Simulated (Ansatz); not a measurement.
How the lattice constant a of Zn₃GaNO₃ (model structure, P3m1, No. 156, 8 atoms in the cell) moves with the method

No measured value is used here.

```tsv
level (code)	value (Å)
LDA (Ansatz)	3.214
PBE (Ansatz)	(withheld)
PBEsol (Ansatz)	3.252
r²SCAN (Ansatz)	3.259
```

Task: Some entries are withheld; supply them.

Result: 
- PBE (Ansatz, a first-principles code), value (Å): 3.296

Cutoffs differ between the levels. Ansatz's density-functional and Hartree–Fock values are scalar-relativistic unless marked +SOC, with PAW data made under PBE.

A model structure was made by putting elements into a prototype or built by hand; it is no filed structure, need not be a known phase, and can be a saddle point held by its symmetry.
